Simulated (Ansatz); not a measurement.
Base system: ZnSe in the zinc blende structure (space group F-43m, No. 216).

```yaml
crystal:
  lattice:
    - [0.00000, 2.83278, 2.83278]
    - [2.83278, 0.00000, 2.83278]
    - [2.83278, 2.83278, 0.00000]
  atoms:
    - { symbol: Zn, position: [0.00000, 0.00000, 0.00000] }
    - { symbol: Se, position: [0.25000, 0.25000, 0.25000] }
```

Cartesian axes are those of the cell as printed.

Level of theory: r2SCAN (Ansatz, an electronic-structure program, PAW, no SOC).

Before the change:

| Quantity | Result |
|---|---|
| Valley order | Γ 1.87 eV; L along ⟨111⟩ 3.05 eV; X along ⟨100⟩ 3.34 eV |

Modification: the cell is compressed by 2.50 % along z with no lateral relaxation, atoms relaxed at fixed cell.

Task: Estimate the effect on the valley order.

Result: The valley order (the lowest conduction-band minima on the path, energy above the VBM, named in the base's zone) changes from Γ 1.87 eV; L along ⟨111⟩ 3.05 eV; X along ⟨100⟩ 3.34 eV to Γ 1.91 eV; L along [1-11] 3.03 eV; X along [001] 3.14 eV; X along [100] 3.26 eV.

Task: What does the calculation give for the stress after the change?

Result: The stress (xx, yy, zz, yz, xz, xy; compression positive) is (1.43, 1.43, 2.31, 0.00, 0.00, 0.00) GPa.

The levels and masses belong to the bands next to the band gap. The cells carry an imposed strain or load. No phonon test of stability was made.
